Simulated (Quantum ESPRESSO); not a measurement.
## Habitual settings against a tight run: ZnNi3 (Pm-3m, 4 atoms in the cell)

Self-consistent single point.

```yaml
crystal:
  lattice:
    - [3.47850, 0.00000, 0.00000]
    - [0.00000, 3.47850, 0.00000]
    - [0.00000, 0.00000, 3.47850]
  atoms:
    - { symbol: Zn, position: [0.00000, 0.00000, 0.00000] }
    - { symbol: Ni, position: [0.00000, 0.50000, 0.50000], spin: 2.0 }
    - { symbol: Ni, position: [0.50000, 0.00000, 0.50000], spin: 2.0 }
    - { symbol: Ni, position: [0.50000, 0.50000, 0.00000], spin: 2.0 }
```
(The spins are starting values, not results.)

Method: LDA (PZ), PSlibrary PAW (LDA) pseudopotentials (plane waves; Quantum ESPRESSO).

Base settings: ecutwfc = 50 Ry; ecutrho = 300 Ry; occupations = smearing; smearing = mp; degauss = 0.0099958 Ry; nspin = 2; potentials = {Zn: Zn.pz-dn-kjpaw_psl.1.0.0.UPF, Ni: Ni.pz-n-kjpaw_psl.1.0.0.UPF}; K_POINTS = automatic 10 10 10 0 0 0; conv_thr = 1e-10 Ry; mixing_beta = 0.3.

Tight run (finer mesh or higher cutoff; not a proven limit): ecutwfc: 50 Ry → 70 Ry; ecutrho: 300 Ry → 420 Ry; conv_thr: 1e-10 Ry → 7.3e-11 Ry; K_POINTS: automatic 10 10 10 0 0 0 → automatic 14 14 14 0 0 0. It gave Fermi level (on the code's own zero) 14.27 eV; pressure 0.46 GPa; size of the cell's spin moment 1.04 μB; site moments (μB, in the program's spheres or projections) Zn -0.01, Ni 0.36, Ni 0.36, Ni 0.36.

Quick runs, as changes from the base:
- A: the base itself
- B: ecutwfc: 50 Ry → 35 Ry; ecutrho: 300 Ry → 210 Ry; pseudopotentials: {Zn: Zn.pz-dn-kjpaw_psl.1.0.0.UPF, Ni: Ni.pz-n-kjpaw_psl.1.0.0.UPF} → {Zn: Zn.pbe-dn-kjpaw_psl.1.0.0.UPF, Ni: Ni.pbe-n-kjpaw_psl.1.0.0.UPF}; K_POINTS: automatic 10 10 10 0 0 0 → automatic 4 4 4 0 0 0; input_dft: default → pbesol [PBEsol]
- C: ecutwfc: 50 Ry → 25 Ry; ecutrho: 300 Ry → 150 Ry; smearing: mp → fd; degauss: 0.0099958 Ry → 0.036749 Ry; conv_thr: 1e-10 Ry → 7.3e-06 Ry; K_POINTS: automatic 10 10 10 0 0 0 → automatic 4 4 4 0 0 0

Energies are extrapolated to zero smearing width, which holds to low order in the width alone (under cold and Methfessel-Paxton smearing the free energy itself is taken).

Dashes: energy of B, another energy zero; pressure of C, not trusted under this conv_thr with d or f elements; time of C, under 30 s.

† marks runs with another functional, U, potentials or spin treatment: their distance from the tight run is not a convergence error alone.

The count of work is k-points × plane waves × bands × iterations; it is no time. Core times come from one kind of shared machine and are given to one figure; runs under 30 s give none.

The starting cell comes from a database of computed structures (which also holds hypothetical and non-ambient phases and stackings), without a prior relaxation at this level. Its lattice was rescaled by a random factor within 2.5 % of one. The moments shrank to a small part of their start, a low-spin state that need not be the lowest.

```tsv
run	energy less tight (meV/atom)	pressure less tight (GPa)	size of the net moment less tight (μB/atom)	count of work / tight	core time / tight (rough)
A	19.5	-1.70	-0.02	0.29	0.3
B†	–	2.11	-0.03	0.037	0.2
C	2265.4	–	-0.26	0.017	–
```

Among the runs at the tight run's level, the energy misses run from 19.5 to 2265.4 meV/atom.

Left out of this page: 3 runs of the series outside the window shown, repeating another row's setting, or not comparable.
